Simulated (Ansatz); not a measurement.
Input and output of a self-consistent single point for LaBi₃ (P4mm, 4 atoms in the cell) (Ansatz, a first-principles code).

Computed with PBEsol, default PAW files made with PBE (plane waves; Ansatz).

The change in words: lattice scaled by 0.98; basis.ecutwfc: 30.9 Ry → 18.4 Ry. Reference geometry:
```
CELL_PARAMETERS angstrom
      4.99672     0.00000     0.00000
      0.00000     4.99672     0.00000
      0.00000     0.00000     4.99672
ATOMIC_POSITIONS crystal
  La 0.00000 0.00000 0.01001
  Bi 0.50000 0.00000 0.50000
  Bi 0.00000 0.50000 0.50000
  Bi 0.50000 0.50000 0.00000
```

Reference input (self-consistent single point, DFT, PBEsol, plane waves, default PAW files made with PBE): basis.ecutwfc = 30.9 Ry; kpoints.mp_grid.grid = 5 5 5; hamiltonian.xc = pbesol; hamiltonian.pseudopotentials = {kind: paw} (the program's default PAW files); scf.occupations.method = gaussian; scf.occupations.width = 0.0073 Ry. This run's input differs from it in these lines:

Ansatz 0.2 input:
```diff
@@ -3,5 +3,5 @@
   lattice:
-    - [4.996725, 0.000000, 0.000000]
-    - [0.000000, 4.996725, 0.000000]
-    - [0.000000, 0.000000, 4.996725]
+    - [4.896790, 0.000000, 0.000000]
+    - [0.000000, 4.896790, 0.000000]
+    - [0.000000, 0.000000, 4.896790]
   atoms:
@@ -12,3 +12,3 @@
 basis:
-  ecutwfc: 30.9 Ry
+  ecutwfc: 18.4 Ry
 kpoints:
```

The program printed (abridged):

```
SCF iter   1: F=—  HF=-42886.346095 eV  |F-HF|=—  |Δ(HF+E_count)|=         —  Δρ=1.43e-2  dr2=1.05e-1  ethr=1.77e-3  ⟨swp⟩=5.6  Hψ=2522  notcnv=0
all-band conjugate gradients solve this SCF's bands
preconditioner: auto → Kerker (q_TF=auto, 2.412 Å⁻¹)
SCF iter   2: F=—  HF=-42886.308911 eV  |F-HF|=—  |Δ(HF+E_count)|=   3.72e-2  Δρ=6.73e-3  dr2=2.16e-2  ethr=1.88e-4  ⟨swp⟩=2.8  Hψ=1287  notcnv=0  defer=19
   [... lines left out ...]
SCF iter   4: F=—  HF=-42886.302853 eV  |F-HF|=—  |Δ(HF+E_count)|=   1.76e-5  Δρ=1.82e-4  dr2=5.77e-5  ethr=1.55e-6  ⟨swp⟩=2.0  Hψ=932  notcnv=0  defer=19
SCF iter   5: F=—  HF=-42886.302779 eV  |F-HF|=—  |Δ(HF+E_count)|=   7.39e-5  Δρ=5.50e-5  dr2=7.87e-6  ethr=1.03e-7  ⟨swp⟩=2.3  Hψ=1035  notcnv=0  defer=19
SCF iter   6: F=—  HF=-42886.302777 eV  |F-HF|=—  |Δ(HF+E_count)|=   1.99e-6  Δρ=1.72e-5  dr2=6.03e-7  ethr=1.41e-8  ⟨swp⟩=2.0  Hψ=778  notcnv=0  defer=19
SCF iter   7: F=-42886.302777 eV  HF=-42886.302777 eV  |F-HF|=3.57e-8  |Δ(HF+E_count)|=   7.25e-8  Δρ=4.51e-6  dr2=6.54e-8  ethr=1.79e-10  ⟨swp⟩=9.6  Hψ=2777  notcnv=0
SCF 1 converged in 7 iterations: F = -42886.302777 eV  dr2 = 6.54e-8
Free energy (F): -42886.302777 eV
Internal energy: -42886.283175 eV  (E = F + TS)
E sigma→0 (E₀):  -42886.292976 eV
Entropy (-TS):   -0.019602 eV (-4.901 meV/atom)
Fermi energy:    13.173344 eV
--- Forces (eV/Å), atoms counted from 1 ---
  atom   1  La    -0.00000000     0.00000000    -0.23469251
  atom   2  Bi    -0.00000000     0.00000000     0.11500103
  atom   3  Bi    -0.00000000     0.00000000     0.11500103
  atom   4  Bi    -0.00000000     0.00000000     0.00469715
--- Stress (GPa, compression-positive) ---
        1.673070       0.000000       0.000000
        0.000000       1.673070       0.000000
        0.000000       0.000000       1.660072
  P = ⅓ Tr σ = 1.6687 GPa (16.687 kbar)
  The stress holds the Pulay correction. Without it, at fixed plane waves, as pw.x and ABINIT print it: P = -32.3210 GPa
```

The run converged in 7 iterations. Against the reference run the free energy goes up by 850 meV/atom, the pressure goes from -1.92 to 1.67 GPa and the largest force goes from 0.173 to 0.235 eV/Å.

The starting cell comes from a database of computed structures (which also holds hypothetical and non-ambient phases and stackings), without a prior relaxation at this level. Its lattice was rescaled by up to half a per cent. One atom was moved a little off its site on purpose. For this run, on top of that: lattice scaled by 0.98. Ansatz's pressure includes its estimate of the finite-basis (Pulay) stress. Without the estimate this run gives -32.32 GPa. The cutoff lies below the one recommended for these files.
